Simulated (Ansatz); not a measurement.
C under a change: C → I

Base system: C in the diamond structure (space group Fd-3m, No. 227; a = 3.554 Å).

One thing is altered: I takes the place of C on all its sites; the structure is relaxed again.

All numbers come from PBEsol (Ansatz, an electronic-structure program), no SOC. Γ-centred 11×11×11 mesh, Fermi–Dirac width 0.05 eV, for the changed cell.

```csv
quantity,base,changed,shift
volume per atom,5.61 Å³,56.09 Å³,+50.48 Å³
density,3.55 g/cm³,3.76 g/cm³,+0.202 g/cm³
lattice parameter a,3.554 Å,7.656 Å,+4.102 Å
space group,Fd-3m (No. 227),Fd-3m (No. 227),–
shortest interatomic distance,1.539 Å,3.315 Å,+1.776 Å
band gap,4.03 eV,zero,–
```

Final structure:

```yaml
crystal:
  lattice:
    - [0.00000, 3.82788, 3.82788]
    - [3.82788, 0.00000, 3.82788]
    - [3.82788, 3.82788, 0.00000]
  atoms:
    - { symbol: I, position: [0.00000, 0.00000, 0.00000] }
    - { symbol: I, position: [0.25000, 0.25000, 0.25000] }
```

Cost of the whole job for the changed cell (relaxation, final SCF and bands): very roughly 100 core-seconds.

No phonon test of stability was made. As relaxed here, I is a hypothetical phase, not in the database extracts checked.
